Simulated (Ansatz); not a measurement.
**What biaxial strain −1.00 %, plane normal [001], relaxed out of plane does to ZnS**

Consider ZnS in the zinc blende structure (space group F-43m, No. 216; a = 5.357 Å). Axes: x, y, z lie along the cube axes.

Perturbation: compressive biaxial strain of 1.00 % in the plane normal to [001], as in epitaxy on a mismatched substrate; the out-of-plane cell vector and the atoms relax.

Computed with plane-wave PAW DFT at the PBEsol level (Ansatz, a first-principles code, 420 eV), scalar-relativistic without spin-orbit coupling. Γ-centred 11×11×11 mesh, Fermi–Dirac width 0.05 eV.

The volume per atom drops by 0.16 Å³ to 19.05 Å³ and the shortest interatomic distance falls by 0.006 Å, from 2.319 Å to 2.313 Å. The energy grows by 1.1 meV/atom and the band gap is still 2.09 eV. The gap character is still direct at Γ and the electron mass is still 0.17 mₑ (at Γ). The valence-band top at Γ (three highest levels, from the VBM) goes from 0.00, 0.00, 0.00 eV to 0.00, 0.00, -0.08 eV and the valley order (the lowest conduction-band minima on the path, energy above the VBM, named in the base's zone) changes from Γ 2.09 eV; X along ⟨100⟩ 3.17 eV; L along ⟨111⟩ 3.24 eV to Γ 2.09 eV; X along [010] 3.09 eV; X along [001] 3.21 eV; L along [111] 3.22 eV. The out-of-plane strain comes out as +1.19 % and the ratio −ε⊥/ε∥ comes out as 1.19. The mean in-plane stress (compression positive) is +1.0 GPa.

Effective masses come from finite differences of ±0.01 Å⁻¹. Stability against distortions was not tested. Labels are those of the standard path for the cell's own space group.
